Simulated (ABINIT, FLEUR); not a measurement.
An ABINIT input for a self-consistent single point of ZnGe3 (Pm-3m, 4 atoms in the cell) (DFT, PBEsol, plane waves, PAW (JTH v2.0 PBE PAW, files made for PBE)):

```
# ZnGe3, JTH v2.0 PBE PAW
pp_dirpath "./"
pseudos "Zn.GGA_PBE-JTH.xml, Ge.GGA_PBE-JTH.xml"
acell 4.2223600000 4.2223600000 4.2223600000 Angstrom
rprim
         1.0000000000    0.0000000000    0.0000000000
         0.0000000000    1.0000000000    0.0000000000
         0.0000000000    0.0000000000    1.0000000000
natom 4
ntypat 2
znucl 30 32
typat 1 2 2 2
xred
         0.0000000000    0.0000000000    0.0000000000
         0.0000000000    0.5000000000    0.5000000000
         0.5000000000    0.0000000000    0.5000000000
         0.5000000000    0.5000000000    0.0000000000
ecut 30 Ha
pawecutdg 60 Ha
ixc -116133
occopt 7
tsmear 0.136 eV
nband 35
kptopt 1
ngkpt 10 10 10
nshiftk 1
shiftk 0 0 0
nstep 50
tolvrs 1.0e-11
prtwf 0
prtden 0
prtvol 1
enunit 2
```

Q: Write the same calculation as an input for FLEUR.

A: This is the input that was run; spellings and numerical settings could be chosen otherwise.

Input of the input generator:

```
ZnGe3 FLAPW
&input film=f /
7.9791039996 0.0000000000 0.0000000000
0.0000000000 7.9791039996 0.0000000000
0.0000000000 0.0000000000 7.9791039996
1.0
1.0 1.0 1.0

4
30 0.0000000000 0.0000000000 0.0000000000
32 0.0000000000 0.5000000000 0.5000000000
32 0.5000000000 0.0000000000 0.5000000000
32 0.5000000000 0.5000000000 0.0000000000

&comp jspins=1 /
&exco xctyp='PBEs' /
&kpt div1=10 div2=10 div3=10 gamma=t /
&end /
```

```xml
<?xml version="1.0" encoding="UTF-8" standalone="no"?>
<fleurInput fleurInputVersion="0.39">
   <comment>
      ZnGe3 FLAPW                                                                                         
   </comment>
   <calculationSetup>
      <cutoffs Kmax="3.8" Gmax="13.3" GmaxXC="13.3" numbands="0"/>
      <scfLoop itmax="80" minDistance="0.00001" maxIterBroyd="99" imix="Anderson" alpha="0.05" precondParam="0.0" spinf="2.0"/>
      <coreElectrons ctail="T" frcor="F" kcrel="0" coretail_lmax="0"/>
      <xcFunctional name="PBEs" relativisticCorrections="F"/>
      <magnetism jspins="1"/>
      <soc l_soc="F" theta="0.0" phi="0.0" spav="F"/>
      <expertModes spex="0" secvar="F"/>
      <geometryOptimization l_f="T" forcealpha="1.0" forcemix="BFGS" epsdisp="0.00001" epsforce="0.00001"/>
      <ldaU l_linMix="F" mixParam="0.05" spinf="1.0"/>
   </calculationSetup>
   <cell>
      <bzIntegration valenceElectrons="54.0" mode="gauss" fermiSmearingEnergy="0.00499791">
         <kPointListSelection listName="default-1"/>
         <!-- k-points included here -->
         <xi:include xmlns:xi="http://www.w3.org/2001/XInclude" href="kpts.xml"> </xi:include>
      </bzIntegration>
      <!-- symmetry operations included here -->
      <xi:include xmlns:xi="http://www.w3.org/2001/XInclude" href="sym.xml"> </xi:include>
      <bulkLattice scale="1.0">
         <bravaisMatrix>
            <row-1>    7.9791039996000004     0.0000000000000000     0.0000000000000000</row-1>
            <row-2>    0.0000000000000000     7.9791039996000004     0.0000000000000000</row-2>
            <row-3>    0.0000000000000000     0.0000000000000000     7.9791039996000004</row-3>
         </bravaisMatrix>
      </bulkLattice>
   </cell>
   <atomSpecies>
      <species name="Zinc (Zn)" element="Zn" atomicNumber="30">
         <mtSphere radius="2.63" gridPoints="909" logIncrement="0.014"/>
         <atomicCutoffs lmax="10" lnonsphr="8"/>
         <electronConfig flipSpins="F">
            <coreConfig>(1s1/2) (2s1/2) (2p1/2) (2p3/2) (3s1/2) (3p1/2) (3p3/2)</coreConfig>
            <valenceConfig>(4s1/2) (3d3/2) (3d5/2)</valenceConfig>
         </electronConfig>
         <energyParameters s="4" p="4" d="3" f="4"/>
         <lo type="HELO" l="2" n="4" eDeriv="0"/>
      </species>
      <species name="Germanium (Ge)" element="Ge" atomicNumber="32">
         <mtSphere radius="2.63" gridPoints="909" logIncrement="0.014"/>
         <atomicCutoffs lmax="10" lnonsphr="8"/>
         <electronConfig flipSpins="F">
            <coreConfig>(1s1/2) (2s1/2) (2p1/2) (2p3/2) (3s1/2) (3p1/2) (3p3/2)</coreConfig>
            <valenceConfig>(4s1/2) (3d3/2) (3d5/2) (4p1/2) (4p3/2)</valenceConfig>
            <stateOccupation state="(4p1/2)" spinUp="0.3333333333333" spinDown="0.3333333333333"/>
            <stateOccupation state="(4p3/2)" spinUp="0.6666666666667" spinDown="0.6666666666667"/>
         </electronConfig>
         <energyParameters s="4" p="4" d="3" f="4"/>
         <lo type="HELO" l="2" n="4" eDeriv="0"/>
      </species>
   </atomSpecies>
   <atomGroups>
      <atomGroup species="Zinc (Zn)">
         <relPos label="                   1">.0000000000 .0000000000 .0000000000</relPos>
         <force calculate="T" relaxXYZ="TTT"/>
      </atomGroup>
      <atomGroup species="Germanium (Ge)">
         <relPos label="                   2">.0000000000 1.000/2.000 1.000/2.000</relPos>
         <relPos label="                   3">1.000/2.000 .0000000000 1.000/2.000</relPos>
         <relPos label="                   4">1.000/2.000 1.000/2.000 .0000000000</relPos>
         <force calculate="T" relaxXYZ="TTT"/>
      </atomGroup>
   </atomGroups>
   <output dos="F" band="F" slice="F">
      <checks vchk="F" cdinf="F"/>
      <bandDOS minEnergy="-.5*Htr" maxEnergy="0.5*Htr" sigma="0.015" storeEVData="T"/>
      <vacuumDOS vacdos="F" integ="F" star="F" nstars="0" locx1="0.0" locy1="0.0" locx2="0.0" locy2="0.0" nstm="0" tworkf="0.0"/>
      <unfoldingBand unfoldBand="F" supercellX="1" supercellY="1" supercellZ="1"/>
      <plotting iplot="0" polar="F">
         <plot TwoD="T" vec1="  1.0  0.0  0.0" vec2="  0.0  1.0  0.0" vec3="  0.0  0.0  1.0" zero="  0.0  0.0  0.0" file="plot"/>
      </plotting>
      <chargeDensitySlicing numkpt="0" minEigenval="0.0" maxEigenval="0.0" nnne="0" pallst="F"/>
      <specialOutput eonly="F"/>
      <magneticCircularDichroism mcd="F" energyLo="-10.0" energyUp="0.0"/>
   </output>
  <!-- We include the file relax.xml here to enable relaxations (see documentation) -->
  <xi:include xmlns:xi="http://www.w3.org/2001/XInclude" href="relax.xml"> <xi:fallback/> </xi:include>
</fleurInput>
```

Basis settings and potentials, where a program has them, do not carry over. This input uses DFT, PBEsol, all-electron FLAPW (FLEUR), scalar-relativistic valence.

The starting cell comes from a database of computed structures (which also holds hypothetical and non-ambient phases and stackings), without a prior relaxation at this level.
